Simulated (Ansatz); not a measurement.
We consider LiSiN (model structure, started from the NaSnP type, P6₃mc, No. 186, 6 atoms in the cell), described by LDA in Ansatz (PAW).

Run with plane-wave cutoff 520 eV, 12×12×4 k mesh (along the axes of the cell as run), Fermi–Dirac smearing 0.01 eV, scalar-relativistic PAW data made under PBE.

The cell is the one relaxed with PBEsol. Conventional cell: a = 2.8158 Å, b = 2.8158 Å, c = 9.2285 Å, α = 90.00°, β = 90.00°, γ = 120.00°.

```
CELL_PARAMETERS angstrom
      2.81583     0.00000     0.00000
     -1.40791     2.43858     0.00000
      0.00000     0.00000     9.22849
ATOMIC_POSITIONS crystal
  Li 0.33333 0.66667 0.26993
  Li 0.66667 0.33333 0.76993
  Si 0.00000 0.00000 0.01455
  Si 0.00000 0.00000 0.51455
  N  0.33333 0.66667 0.60633
  N  0.66667 0.33333 0.10633
```

### Question
List the 14 lowest band energies at Γ above −25 eV (eV, relative to the valence band maximum), grouping those that round alike.

### Answer
At Γ: -18.47, -18.46, -8.51, -7.91, -3.41, -2.76 (×4), -1.53, 3.64, 4.74, 6.64, 7.41.

Note: the relaxation could raise the start's symmetry but not lower it, so the cell can be a saddle point; cell and atoms aren't relaxed at this level (largest force component 0.27 eV/Å, pressure -3.6 GPa).

A model structure was made by putting elements into a prototype or built by hand; it is no filed structure, need not be a known phase, and can be a saddle point held by its symmetry.

Ansatz is a quantum-chemistry and plane-wave program.
